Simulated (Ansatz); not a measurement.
## Hf2S: pressure series

Start from Hf2S (space group P6_3/mmc, No. 194; a cell from a computed database, its experimental status unchecked).

```xyz
6
Lattice="3.3453 0.0000 0.0000 -1.6727 2.8971 0.0000 0.0000 0.0000 11.6712" Properties=species:S:1:pos:R:3 pbc="T T T"
Hf     1.6727     0.9657    10.4895
Hf     0.0000     1.9314     1.1816
Hf     0.0000     1.9314     4.6540
Hf     1.6727     0.9657     7.0172
S      0.0000     0.0000     8.7534
S      0.0000     0.0000     2.9178
```

Cell and atoms are relaxed at each pressure.

Level of theory: Ansatz (a program for electronic structure) PBEsol, scalar-relativistic without spin-orbit coupling.

Notes on the quantities. enthalpy: H = E + PV relative to the base's energy.

```csv
case,enthalpy,lattice parameter a
base,–,3.345 Å
pressure 0.3 GPa,+0.04 eV/atom,3.343 Å
pressure 0.7 GPa,+0.08 eV/atom,3.339 Å
pressure 1.5 GPa,+0.18 eV/atom,3.332 Å
```

Load acts through the strain it causes; cell and atoms are relaxed under it. Whether these cells are dynamically stable was not tested. The final runs are not spin-polarised.
